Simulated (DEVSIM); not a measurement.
Structure: Mo/SiO2/n-Si capacitor, at 300 K.

```tsv
layer (left to right)	material	thickness (nm)	Nd (cm⁻³)
1	SiO2	11.0	-
2	Si	4500	1.6e16
```

Metal gate on the left, work function 4.6 eV. Fixed charge at the semiconductor interface 5.9e10 cm⁻² (in units of +e); no interface traps.

The device is made up for the run: typed textbook-type constants, with dimensions and the other settings drawn at random. Values at 300 K.

```tsv
parameter	SiO2	Si
gap (eV)	9	1.124
affinity (eV)	0.9	4.05
permittivity	3.9	11.7
Nc (cm⁻³)	-	2.86e19
Nv (cm⁻³)	-	3.1e19
```

Model (solved in DEVSIM): 1D Poisson equation in equilibrium, Boltzmann statistics, complete ionisation; no quantum confinement or tunnelling. Metal contacts follow the ideal Schottky-Mott rule: no Fermi-level pinning, no interface dipoles.

Give the band bending (positive: bands bend down) and minority sheet density.


```json
[
 {"Vg (V)": "-2.2", "ψs (V)": "-0.928", "minority carriers (cm⁻²)": "2.7e12"},
 {"Vg (V)": "-1.9", "ψs (V)": "-0.918", "minority carriers (cm⁻²)": "2.2e12"},
 {"Vg (V)": "-1.6", "ψs (V)": "-0.905", "minority carriers (cm⁻²)": "1.6e12"},
 {"Vg (V)": "-1.3", "ψs (V)": "-0.887", "minority carriers (cm⁻²)": "1.0e12"},
 {"Vg (V)": "-1", "ψs (V)": "-0.859", "minority carriers (cm⁻²)": "5.1e11"},
 {"Vg (V)": "-0.7", "ψs (V)": "-0.793", "minority carriers (cm⁻²)": "6.0e10"},
 {"Vg (V)": "-0.4", "ψs (V)": "-0.557", "minority carriers (cm⁻²)": "< 1e8"},
 {"Vg (V)": "-0.1", "ψs (V)": "-0.304", "minority carriers (cm⁻²)": "< 1e8"},
 {"Vg (V)": "0.2", "ψs (V)": "-0.074", "minority carriers (cm⁻²)": "< 1e8"},
 {"Vg (V)": "0.5", "ψs (V)": "0.064", "minority carriers (cm⁻²)": "< 1e8"},
 {"Vg (V)": "0.8", "ψs (V)": "0.118", "minority carriers (cm⁻²)": "< 1e8"},
 {"Vg (V)": "1.1", "ψs (V)": "0.146", "minority carriers (cm⁻²)": "< 1e8"},
 {"Vg (V)": "1.4", "ψs (V)": "0.165", "minority carriers (cm⁻²)": "< 1e8"},
 {"Vg (V)": "1.7", "ψs (V)": "0.179", "minority carriers (cm⁻²)": "< 1e8"},
 {"Vg (V)": "2", "ψs (V)": "0.190", "minority carriers (cm⁻²)": "< 1e8"}
]
```
